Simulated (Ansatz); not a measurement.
Abridged Ansatz (a program for electronic structure) output:

```
Relaxation: its limit of steps is 50 (relax.max_steps)
Pseudopotential: Ir, paw, valence charge 17
Crystal: 1 atoms, lattice volume = 14.893 Å³
Basis set: ecut = 420 eV, 299 PW (Γ), exchange–correlation on 40×40×40 points (8 copies of the dense FFT grid, shifted against one another)
Bands: 13, of which v1, the nominal top of the filled ones, is band 9 counted from 1 (8 counted from 0)
Symmetry: 16 space group operations
k-points: 1800 of 24389
Functional: x = pbesol(κ = 0.804, μ = 0.12345679012345678), c = pbesol(β = 0.046)
SCF iter   1: F=—  HF=-11800.476002 eV  |F-HF|=—  |Δ(HF+E_count)|=         —  Δρ=5.05e-2  dr2=2.96e-1  ethr=3.10e-3  ⟨swp⟩=5.0  Hψ=121001  notcnv=0
SCF iter   2: F=—  HF=-11800.394074 eV  |F-HF|=—  |Δ(HF+E_count)|=   8.19e-2  Δρ=2.55e-2  dr2=7.06e-2  ethr=1.74e-3  ⟨swp⟩=2.0  Hψ=44616  notcnv=0
SCF 1 converged in 7 iterations: F = -11800.371496 eV  dr2 = 2.26e-13
relax step   1: F+E_penalty+E_count = -11800.37149591 eV  Δ(F+E_penalty+E_count) = +0.000e0 eV  max|allowed force component| = 0.000e0 eV/Å  Δτ_max = 0.0000 Å  (7 SCF iters, accepted)
SCF converged after 7 iterations
Free energy (F): -11800.371496 eV
Internal energy: -11800.338160 eV  (E = F + TS)
E sigma→0 (E₀):  -11800.354828 eV
Entropy (-TS):   -0.033336 eV (-33.336 meV/atom)
Fermi energy:    23.983953 eV
--- Forces (eV/Å), atoms counted from 1 ---
  atom   1  Ir     0.00000000     0.00000000     0.00000000
--- Stress (GPa, compression-positive) ---
      -31.335304       0.000000      -0.000000
        0.000000     -12.115238      -0.000000
       -0.000000      -0.000000     -12.115238
  P = ⅓ Tr σ = -18.5219 GPa (-185.219 kbar)
--- Relaxed structure (1 steps of the walk, 1 accepted, 0 SCFs on fresh bases) ---
  atoms:
    - { symbol: Ir, position: [0.0, 0.0, 0.0] }
```

Q: What was computed, and what are the main results?

A: Ir, 1 atom in the cell, with PBEsol, PAW, 420 eV (Ansatz; no spin-orbit coupling), earlier PAW set. The last SCF converged to F = -11800.371496 eV, or -11800.3715 eV per atom, at a pressure of -18.52 GPa. The total energy compares only with runs of the same code, potentials and settings.

The cells carry an imposed strain or load. Whether these cells are dynamically stable was not tested. The final runs are not spin-polarised. The cell was made from Ir in the fcc (Cu type) structure (space group Fm-3m, No. 225) by this change: uniaxial strain ε_xx = +5.96 %.

Keys are those of Ansatz 0.2.
